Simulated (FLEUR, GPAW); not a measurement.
A FLEUR input for a self-consistent single point of W (Im-3m, 1 atom in the cell) (DFT, LDA (Perdew-Zunger), all-electron FLAPW (FLEUR), scalar-relativistic valence):

Input of the input generator:

```
W FLAPW
&input film=f /
-2.9814398041 2.9814398041 2.9814398041
2.9814398041 -2.9814398041 2.9814398041
2.9814398041 2.9814398041 -2.9814398041
1.0
1.0 1.0 1.0

1
74 0.0000000000 0.0000000000 0.0000000000

&comp jspins=1 /
&exco xctyp='pz' /
&kpt div1=19 div2=19 div3=19 /
&end /
```

```xml
<?xml version="1.0" encoding="UTF-8" standalone="no"?>
<fleurInput fleurInputVersion="0.39">
   <comment>
      W FLAPW                                                                                             
   </comment>
   <calculationSetup>
      <cutoffs Kmax="4.2" Gmax="16.8" GmaxXC="16.8" numbands="0"/>
      <scfLoop itmax="60" minDistance="0.00001" maxIterBroyd="15" imix="Anderson" alpha="0.05" precondParam="0.0" spinf="2.0"/>
      <coreElectrons ctail="T" frcor="F" kcrel="0" coretail_lmax="0"/>
      <xcFunctional name="pz" relativisticCorrections="F"/>
      <magnetism jspins="1"/>
      <soc l_soc="F" theta="0.0" phi="0.0" spav="F"/>
      <expertModes spex="0" secvar="F"/>
      <geometryOptimization l_f="T" forcealpha="1.0" forcemix="BFGS" epsdisp="0.00001" epsforce="0.00001"/>
      <ldaU l_linMix="F" mixParam="0.05" spinf="1.0"/>
   </calculationSetup>
   <cell>
      <bzIntegration valenceElectrons="14.0" mode="gauss" fermiSmearingEnergy="0.00999582">
         <kPointListSelection listName="default-1"/>
         <!-- k-points included here -->
         <xi:include xmlns:xi="http://www.w3.org/2001/XInclude" href="kpts.xml"> </xi:include>
      </bzIntegration>
      <!-- symmetry operations included here -->
      <xi:include xmlns:xi="http://www.w3.org/2001/XInclude" href="sym.xml"> </xi:include>
      <bulkLattice scale="1.0">
         <bravaisMatrix>
            <row-1>   -2.9814398040999999     2.9814398040999999     2.9814398040999999</row-1>
            <row-2>    2.9814398040999999    -2.9814398040999999     2.9814398040999999</row-2>
            <row-3>    2.9814398040999999     2.9814398040999999    -2.9814398040999999</row-3>
         </bravaisMatrix>
      </bulkLattice>
   </cell>
   <atomSpecies>
      <species name="Tungsten (W)" element="W" atomicNumber="74">
         <mtSphere radius="2.41" gridPoints="833" logIncrement="0.016"/>
         <atomicCutoffs lmax="10" lnonsphr="8"/>
         <electronConfig flipSpins="F">
            <coreConfig>(1s1/2) (2s1/2) (2p1/2) (2p3/2) (3s1/2) (3p1/2) (3p3/2) (4s1/2) (3d3/2) (3d5/2) (4p1/2) (4p3/2) (4d3/2) (4d5/2) (4f5/2) (4f7/2)</coreConfig>
            <valenceConfig>(5s1/2) (5p1/2) (5p3/2) (6s1/2) (5d3/2) (5d5/2)</valenceConfig>
            <stateOccupation state="(5d3/2)" spinUp="0.8" spinDown="0.8"/>
            <stateOccupation state="(5d5/2)" spinUp="1.2" spinDown="1.2"/>
         </electronConfig>
         <energyParameters s="6" p="6" d="5" f="5"/>
         <lo type="SCLO" l="0" n="5" eDeriv="0"/>
         <lo type="SCLO" l="1" n="5" eDeriv="0"/>
      </species>
   </atomSpecies>
   <atomGroups>
      <atomGroup species="Tungsten (W)">
         <relPos label="                   1">.0000000000 .0000000000 .0000000000</relPos>
         <force calculate="T" relaxXYZ="TTT"/>
      </atomGroup>
   </atomGroups>
   <output dos="F" band="F" slice="F">
      <checks vchk="F" cdinf="F"/>
      <bandDOS minEnergy="-.5*Htr" maxEnergy="0.5*Htr" sigma="0.015" storeEVData="T"/>
      <vacuumDOS vacdos="F" integ="F" star="F" nstars="0" locx1="0.0" locy1="0.0" locx2="0.0" locy2="0.0" nstm="0" tworkf="0.0"/>
      <unfoldingBand unfoldBand="F" supercellX="1" supercellY="1" supercellZ="1"/>
      <plotting iplot="0" polar="F">
         <plot TwoD="T" vec1="  1.0  0.0  0.0" vec2="  0.0  1.0  0.0" vec3="  0.0  0.0  1.0" zero="  0.0  0.0  0.0" file="plot"/>
      </plotting>
      <chargeDensitySlicing numkpt="0" minEigenval="0.0" maxEigenval="0.0" nnne="0" pallst="F"/>
      <specialOutput eonly="F"/>
      <magneticCircularDichroism mcd="F" energyLo="-10.0" energyUp="0.0"/>
   </output>
  <!-- We include the file relax.xml here to enable relaxations (see documentation) -->
  <xi:include xmlns:xi="http://www.w3.org/2001/XInclude" href="relax.xml"> <xi:fallback/> </xi:include>
</fleurInput>
```

Translate this input to GPAW.

This is the input that was run; spellings and numerical settings could be chosen otherwise.

```python
from ase import Atoms
from ase.units import GPa
from gpaw import GPAW, PW

atoms = Atoms(['W'],
              cell=[[-1.577710, 1.577710, 1.577710],
                    [1.577710, -1.577710, 1.577710],
                    [1.577710, 1.577710, -1.577710]],
              scaled_positions=[[0.000000, 0.000000, 0.000000]],
              pbc=True)

calc = GPAW(mode=PW(550),
            xc='LDA',
            kpts=(19, 19, 19),
            occupations={'name': 'methfessel-paxton', 'width': 0.272, 'order': 0},
            nbands=-5,
            convergence={'forces': 0.001},
            symmetry={'symmorphic': False, 'tolerance': 0.0005},
            maxiter=100)

atoms.calc = calc

energy = atoms.get_potential_energy()
print('Energy (eV):', round(energy, 6))
forces = atoms.get_forces()
print('Forces (eV/Ang):')
print(forces.round(5))
stress = atoms.get_stress()
print('Stress (GPa, Voigt):', (stress / GPa).round(4))
```

Basis settings and potentials, where a program has them, do not carry over. This input uses DFT LDA (Perdew-Wang 92), plane waves, GPAW PAW datasets LDA (gpaw-data 1.0.1). LDA parametrisations can differ slightly between programs.

The starting cell comes from a database of computed structures (which also holds hypothetical and non-ambient phases and stackings), without a prior relaxation at this level. Its lattice was rescaled by a random factor within 2.5 % of one.
